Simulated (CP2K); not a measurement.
## CP2K run on HgTe (F-43m, 2 atoms in the cell): self-consistent single point

Computed with PBE, GPW, DZVP-MOLOPT-SR-GTH basis, GTH-PBE potentials (GTH_POTENTIALS) in CP2K.

This input was run:

```
&GLOBAL
  PROJECT calc
  RUN_TYPE ENERGY_FORCE
  PRINT_LEVEL MEDIUM
&END GLOBAL
&FORCE_EVAL
  METHOD Quickstep
  STRESS_TENSOR ANALYTICAL
  &DFT
    BASIS_SET_FILE_NAME BASIS_MOLOPT
    POTENTIAL_FILE_NAME GTH_POTENTIALS
    &QS
      METHOD GPW
      EPS_DEFAULT 1E-10
    &END QS
    &MGRID
      CUTOFF 500
      REL_CUTOFF 50
      NGRIDS 5
    &END MGRID
    &SCF
      SCF_GUESS ATOMIC
      EPS_SCF 1E-7
      MAX_SCF 100
      ADDED_MOS 4
      &DIAGONALIZATION
        ALGORITHM STANDARD
      &END DIAGONALIZATION
      &MIXING
        METHOD BROYDEN_MIXING
        ALPHA 0.3
        NBUFFER 12
      &END MIXING
      &SMEAR ON
        METHOD GAUSSIAN
        SIGMA [eV] 0.2
      &END SMEAR
    &END SCF
    &KPOINTS
      SCHEME MONKHORST-PACK 7 7 7
    &END KPOINTS
    &XC
      &XC_FUNCTIONAL PBE
      &END XC_FUNCTIONAL
    &END XC
    &PRINT
      &MO
        EIGENVALUES T
        OCCUPATION_NUMBERS T
        NDIGITS 8
        FILENAME mo
        &EACH
          QS_SCF 0
        &END EACH
        ADD_LAST NUMERIC
      &END MO
      &MULLIKEN ON
      &END MULLIKEN
    &END PRINT
  &END DFT
  &SUBSYS
    &CELL
      A 4.73090800 0.00000000 0.00000000
      B 2.36545400 4.09708600 0.00000000
      C 2.36545400 1.36569500 3.86277000
      PERIODIC XYZ
    &END CELL
    &COORD
      SCALED
      Hg       0.00000000     0.00000000     0.00000000
      Te       0.25000000     0.25000000     0.25000000
    &END COORD
    &KIND Hg
      BASIS_SET DZVP-MOLOPT-SR-GTH-q12
      POTENTIAL GTH-PBE-q12
    &END KIND
    &KIND Te
      BASIS_SET DZVP-MOLOPT-SR-GTH-q6
      POTENTIAL GTH-PBE-q6
    &END KIND
  &END SUBSYS
  &PRINT
    &FORCES ON
    &END FORCES
    &STRESS_TENSOR ON
    &END STRESS_TENSOR
  &END PRINT
&END FORCE_EVAL
```

The program printed (abridged):

```
 GLOBAL| Method name                                                        CP2K
 GLOBAL| Project name                                                       calc
 GLOBAL| Run type                                                   ENERGY_FORCE

 CELL| Volume [angstrom^3]:                                            74.871827
 CELL| Vector a [angstrom]:       4.731     0.000     0.000   |a| =     4.730908
 CELL| Vector b [angstrom]:       2.365     4.097     0.000   |b| =     4.730908
 CELL| Vector c [angstrom]:       2.365     1.366     3.863   |c| =     4.730908
 CELL| Angle (b,c), alpha [degree]:                                    60.000003
 CELL| Angle (a,c), beta  [degree]:                                    59.999998
 CELL| Angle (a,b), gamma [degree]:                                    59.999997
 CELL| Numerically orthorhombic:                                              NO
 CELL| Periodicity                                                           XYZ

 DFT| Spin restricted Kohn-Sham (RKS) calculation                            RKS
 DFT| Multiplicity                                                             1
 DFT| Number of spin states                                                    1
 DFT| Charge                                                                   0
 DFT| XC density smoothing                                                  NONE
 DFT| XC derivatives                                                          PW

 QS| Method:                                                                 GPW
 QS| Density plane wave grid type                        NON-SPHERICAL FULLSPACE
 QS| Number of grid levels:                                                    5
 QS| Density cutoff [a.u.]:                                                250.0
 QS| Multi grid cutoff [a.u.]: 1) grid level                               250.0
   [... lines left out ...]
 BRILLOUIN| Wavefunction type                                            COMPLEX
 BRILLOUIN| List of Kpoints [2 Pi/Bohr]                                      172
 BRILLOUIN| Number           Weight            X              Y              Z
 BRILLOUIN|     1           0.00583       -0.42857       -0.42857       -0.42857
 BRILLOUIN|     2           0.00583       -0.42857       -0.42857       -0.28571
 BRILLOUIN|     3           0.00583       -0.42857       -0.42857       -0.14286
   [... 169 lines left out ...]
 *******************************************************************************

 Extrapolation method: initial_guess

 Re-scaling the density matrix to get the right number of electrons
                  # Electrons              Trace(P)               Scaling factor
                           18                18.000                        1.000

 Number of electrons:                                                         18
 Number of occupied orbitals:                                                  9
 Number of molecular orbitals:                                                13

 Number of orbital functions:                                                 38
 Number of independent orbital functions:                                     38
 SCF WAVEFUNCTION OPTIMIZATION

  Step     Update method      Time    Convergence         Total energy    Change
     1 NoMix/Diag. 0.30E+00      -     1.02762680       -49.3818067344 -4.94E+01
     2 Broy./Diag. 0.30E+00      -     0.04704831       -49.6570814975 -2.75E-01
     3 Broy./Diag. 0.30E+00      -     0.03760598       -49.4207450717  2.36E-01
     4 Broy./Diag. 0.30E+00      -     0.00336115       -49.3004122831  1.20E-01
     5 Broy./Diag. 0.30E+00      -     0.00160096       -49.2917843644  8.63E-03
     6 Broy./Diag. 0.30E+00      -     0.00031885       -49.2970932579 -5.31E-03
     7 Broy./Diag. 0.30E+00      -     0.00006835       -49.2983802442 -1.29E-03
     8 Broy./Diag. 0.30E+00      -     0.00002640       -49.2981662197  2.14E-04
     9 Broy./Diag. 0.30E+00      -     0.00000254       -49.2980870160  7.92E-05
    10 Broy./Diag. 0.30E+00      -     0.00000130       -49.2981050824 -1.81E-05
    11 Broy./Diag. 0.30E+00      -     0.00000013       -49.2981043864  6.96E-07
    12 Broy./Diag. 0.30E+00      -     0.00000010       -49.2981040891  2.97E-07
  *** SCF run converged in    12 steps ***

  Electronic density on regular grids:        -17.9999999995        0.0000000005
  Core density on regular grids:               17.9999999967       -0.0000000033
  Total charge density on r-space grids:       -0.0000000029
  Total charge density g-space grids:          -0.0000000029

  Overlap energy of the core charge distribution:               0.00000000071680
  Self energy of the core charge distribution:                -88.92763962189808
  Core Hamiltonian energy:                                     25.47006066321795
  Hartree energy:                                              21.90275896358742
  Exchange-correlation energy:                                 -7.74323065000696
  Smearing free energy correction:                             -0.00005344472479
  Fermi energy:                                                 0.11443547111410

  Total energy:                                               -49.29810408910770
  Total energy (extrapolated to sigma->0):                    -49.29807736674530

                     Mulliken Population Analysis

 #  Atom  Element  Kind  Atomic population                           Net charge
       1     Hg       1         12.122966                             -0.122966
       2     Te       2          5.877034                              0.122966
 # Total charge                             18.000000                  0.000000

 ENERGY| Total FORCE_EVAL ( QS ) energy [hartree]            -49.298104235153424

 FORCES| Atomic forces [hartree/bohr]
 FORCES|   Atom     x               y               z               |f|
 FORCES|      1 -5.07449796E-11 -3.37141160E-09 -4.74908299E-09   5.82432661E-09
 FORCES|      2  4.54748065E-10  3.64733467E-09  4.94455116E-09   6.16104149E-09
 FORCES| Sum     4.04003085E-10  2.75923072E-10  1.95468179E-10
 FORCES| Total atomic force                                       5.26839486E-10

 STRESS| Analytical stress tensor [bar]
 STRESS|                        x                   y                   z
 STRESS|      x       -1.53253908367E+02   1.48530605626E-01   1.05027065674E-01
 STRESS|      y        1.48530605626E-01  -1.53349086046E+02   1.07523530711E-01
 STRESS|      z        1.05027065674E-01   1.07523530711E-01  -1.53336404981E+02
 STRESS| 1/3 Trace                                            -1.53313133132E+02
```

The run converged in 12 iterations.

The starting cell comes from a database of computed structures (which also holds hypothetical and non-ambient phases and stackings), without a prior relaxation at this level. Its lattice was rescaled by a random factor within 2.5 % of one. Values carry the incompleteness of an atom-centred basis. The run gives no clean gap (levels at the Fermi energy touch, overlap or are partly filled at this smearing), which alone does not show that the compound is a metal.
